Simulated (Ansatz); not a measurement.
The reference is CuI in the zinc blende structure (space group F-43m, No. 216; a = 5.9393 Å).

Perturbation: a hydrostatic pressure of 4.5 GPa.

Levels (all Ansatz, an electronic-structure program, PAW): PBEsol (420 eV, no spin-orbit coupling); r2SCAN (500 eV, scalar-relativistic without spin-orbit coupling); HSE06 (420 eV, without spin-orbit coupling).

One geometry, relaxed with PBEsol, under each level:

Notes on the quantities. hole mass: degenerate bands, along [100].

| level | band gap | lowest conduction level above the VBM at special points | electron mass | hole mass | pressure |
|---|---|---|---|---|---|
| PBEsol | 1.40 eV | Γ 1.40 eV; L 2.17 eV; X 2.31 eV; U 2.84 eV | 0.15 mₑ (at Γ) | 0.20, 0.55, 0.55 mₑ (at Γ) | 4.50 GPa |
| r2SCAN | [?] | [?] | [?] | [?] | [?] |
| HSE06 | 2.95 eV | Γ 2.95 eV; L 3.63 eV; X 3.49 eV | – | – | – |

Give the withheld r2SCAN results.


- r2SCAN, band gap: 2.05 eV
- r2SCAN, lowest conduction level above the VBM at special points: Γ 2.05 eV; L 2.66 eV; X 2.66 eV; U 3.21 eV
- r2SCAN, electron mass: 0.18 mₑ (at Γ)
- r2SCAN, hole mass: 0.27, 0.55, 0.55 mₑ (at Γ)
- r2SCAN, pressure: 6.92 GPa

Single points use the geometry relaxed with PBEsol. Their cutoffs differ, which shifts pressures a little. With I present, leaving out spin-orbit coupling can change the band edges. Load acts through the strain it causes; cell and atoms are relaxed under it. Masses are band curvatures over ±0.01 Å⁻¹ around the edge. Whether these cells are dynamically stable was not tested. Tetrahedral semiconductors of this kind turn to denser phases somewhere between about 1 and 50 GPa; those were not computed, so compressed cells here can lie past the real transition. The final runs are not spin-polarised.
